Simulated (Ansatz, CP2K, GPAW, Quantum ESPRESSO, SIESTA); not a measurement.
One structure in several programs: ScCd3 (P6_3/mmc, 8 atoms in the cell)

Self-consistent single point, at a second geometry (lattice scaled by 0.98). First geometry:

```
ScCd3
1.0
    6.29508     0.00000     0.00000
   -3.14754     5.45170     0.00000
    0.00000     0.00000     4.80242
Sc Cd
2 6
Direct
  0.33333   0.66667   0.25000
  0.66667   0.33333   0.75000
  0.83410   0.66820   0.25000
  0.16590   0.33180   0.75000
  0.16590   0.83410   0.75000
  0.83410   0.16590   0.25000
  0.33180   0.16590   0.25000
  0.66820   0.83410   0.75000
```

Shared settings, as Ansatz (a quantum-chemistry and plane-wave program) writes them: kpoints.mp_grid.grid = 4 4 5; scf.occupations.method = fermi_dirac; scf.occupations.width = 0.136 eV. Potentials and cutoffs stand in the table.

| code | model | ΔF from the first geometry (meV/atom) | pressure (GPa) | largest force (eV/Å) | cutoff |
|---|---|---|---|---|---|
| CP2K | PBEsol, GPW, DZVP-MOLOPT-SR-GTH basis, GTH-PBE potentials (GTH_POTENTIALS) | 23.5 | 5.92 | 0.082 | grid 600 Ry |
| Ansatz | PBEsol, PAW files made with PBE | 13.8 | 4.43 | 0.029 | default |
| Quantum ESPRESSO | PBEsol, GBRV 1.5 ultrasoft (PBESOL) pseudopotentials | 15.7 | 4.00 | 0.040 | 50 Ry |
| GPAW | PBEsol, GPAW PAW datasets PBEsol (made by gpaw-setup) | 10.6 | 4.00 | 0.022 | 850 eV |
| SIESTA | GGA PBEsol, numerical atomic orbitals DZP, PseudoDojo PBEsol standard norm-conserving potentials (rewritten from UPF to PSML) | -10.6 | 1.64 | 0.013 | grid 350 Ry |

For Quantum ESPRESSO (by 0.7 GPa) the energy change implies a higher mean pressure, against the two pressures, than for the other programs: a sign of finite-basis (Pulay) stress.

The spread over the programs that give each value: ΔF from the first geometry within 34.1 meV/atom; pressure within 4.28 GPa; largest force within 0.069 eV/Å.

CP2K and SIESTA use small atom-centred bases, whose incompleteness enters pressures, forces and empty levels differently from a plane-wave cutoff. Ansatz's pressure is given at a fixed set of plane waves, as the other plane-wave codes print theirs. In the pressure, CP2K (by 1.91) and SIESTA (by 2.37) lie more than 1 GPa from the median of the plane-wave programs.

The starting cell comes from a database of computed structures (which also holds hypothetical and non-ambient phases and stackings), without a prior relaxation at this level. Its lattice was rescaled by a random factor within 2.5 % of one. For this run, on top of that: lattice scaled by 0.98.

Left out of this page: FLEUR (with a known weakness of the program).

Keys are those of Ansatz 0.2.
